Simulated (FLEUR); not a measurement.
**Equation of state of fcc Ca (space group 225): energy against volume (FLEUR, PBE)**

```yaml
crystal:
  lattice:
    - [0.00000, 2.68782, 2.68782]
    - [2.68782, 0.00000, 2.68782]
    - [2.68782, 2.68782, 0.00000]
  atoms:
    - { symbol: Ca, position: [0.00000, 0.00000, 0.00000] }
```

Computed with PBE, all-electron FLAPW (FLEUR), scalar-relativistic valence in FLEUR. Settings: Kmax = 4.33 1/bohr; GmaxXC = 17.3 1/bohr; xcFunctional = pbe; jspins = 1; l_soc = F; mode = hist; fermiSmearingEnergy = 0.00183747 Htr; mesh (inpgen div1-3) = 28 28 28; inpgen gamma flag = true; Gmax = 17.3 1/bohr; numbands = 0; maxIterBroyd = 25; imix = Anderson; alpha = 0.05; precondParam = 0; minDistance = 1e-05 me/bohr^3. The cell above is the first row's. The rows scale it uniformly. In all rows the k mesh is held. E is the free energy at the stated smearing, counted from the lowest row.

```csv
V (Å^3/atom),E (meV/atom)
38.8357,?
39.6800,8.97
40.5242,3.87
41.3685,0.94
42.2127,0.00
43.0570,0.90
43.9012,3.48
44.7455,7.60
45.5897,13.13
```

Problem. Fit E against V with the third-order Birch-Murnaghan form, a cubic in V^(-2/3), and predict the withheld value at V = 38.8357.

Solution. With u = V^(-2/3) - 0.0820, the rows have u = 0.0039579, 0.0027599, 0.0016027, 0.0004843, -0.0005975, -0.0016445, -0.0026585, -0.0036410. Least squares gives E = 0.186 - 742.0·u + 761066·u² - 3218168·u³. Residuals (row less fit): -0.002, 0.002, 0.002, -0.005, -0.002, 0.001, 0.002, -0.002; standard error 0.003 (degrees of freedom: 4). Its minimum lies at u = 0.0004890, so V0 = (0.0824890)^(-3/2) = 42.21. There d²E/du² = 1513000 and d³E/du³ = -1.931e7, so B0 = (4/9) × 42.21^(-7/3) × 1513000 × 0.160218 = 17.4 GPa (the last factor turns the table's units into GPa), and B0' = 4 + (2/3) × 0.0824890 × (-1.931e7)/1513000 = 3.3. At the withheld row, u = 0.0051992, so E = 0.186 - 742.0 × 0.0051992 + 761066 × 0.0051992² - 3218168 × 0.0051992³ = 16.449 meV/atom. The calculation gives 16.43 meV/atom, 0.019 meV/atom below the prediction (0.1 % of the range of E in the table). The row lies outside the fitted rows, so this is an extrapolation. From the scatter of the fitted rows alone, a prediction at this place has a standard error of 0.010 meV/atom, so the miss is 1.8 times that.

Carrying the step between the two nearest rows on in a straight line would have given 14.07, off by 2.36; series whose last step already gives the withheld value aren't shown. The reference cell has the volume at which an earlier scan in this program and functional put its minimum by a fit (its basis settings may differ). Values depend on the basis (sphere radii, cutoffs, local orbitals), which need not be converged. Cutoffs and mesh are single choices, not tested for convergence of this quantity. Series with a scatter that would blur these digits, or in which a gap closes, are not shown. Nor are scans whose minimum lies at an end fitted in this form.
